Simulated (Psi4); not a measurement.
Psi4 1.11, BP86/def2-svp: La(F)2(NH2) ([NH2][La]([F])[F]), 6 atoms. The geometry is a generated start, not checked to be a minimum at this level.

```
Item                                                 Result
--------------------------  -------------------------------
task                                                 energy
method                                                 bp86
basis                                              def2-svp
memory                                                 3 GB
maxiter                                                 100
keys of the molecule block                      symmetry c1
scf_type                                       df (default)
diis_max_vecs                                  10 (default)
e_convergence                               1e-06 (default)
d_convergence                               1e-06 (default)
dft_radial_points                              75 (default)
dft_spherical_points                          302 (default)
effective core potentials   those of the basis set, past Kr
basis functions                                          84
grid points                                          131025
```

```xyz
6

La     0.4284    -0.6214     0.5641
F      2.2643    -1.3705     0.2567
F     -0.2733    -1.4786     2.2311
N     -0.6231     0.8856    -0.7723
H     -1.3717     1.5310    -0.5218
H     -0.4246     1.0539    -1.7576
```

Charge 0 and multiplicity 1 are set for this test and not shown to be the ground state.

With the defaults (diis = true, scf_initial_accelerator = adiis, damping_percentage = 0, diis_start = 1, guess = auto, which took SAD, level_shift = 0, level_shift_cutoff = 0.01) it converges in 10 SCF iterations. One run each on 2 threads, with these changes:…
- damping_percentage = 20
- diis_start = 4
- diis = false, scf_initial_accelerator = none, damping_percentage = 60
- guess = sap
- scf_initial_accelerator = ediis
- level_shift = 0.5, level_shift_cutoff = 0.001
- guess = gwh
- level_shift = 0.1, level_shift_cutoff = 0.001
- guess = modhuckel

Task: Which runs fail or end elsewhere than the default run?

Result: No convergence: diis = false, scf_initial_accelerator = none, damping_percentage = 60 (the run ends without SCF convergence in 100 iterations). The rest reach the solution of the defaults.

| setting | SCF iterations | end |
|---|---|---|
| level_shift = 0.1, level_shift_cutoff = 0.001 | 9 | same solution |
| the defaults | 10 | same solution |
| guess = modhuckel | 10 | same solution |
| scf_initial_accelerator = ediis | 10 | same solution |
| level_shift = 0.5, level_shift_cutoff = 0.001 | 10 | same solution |
| guess = gwh | 15 | same solution |
| guess = sap | 15 | same solution |
| diis_start = 4 | 17 | same solution |
| damping_percentage = 20 | 19 | same solution |
| diis = false, scf_initial_accelerator = none, damping_percentage = 60 | 100 | no convergence |

1 further run of the study ended by our limits or in an error and is left out.
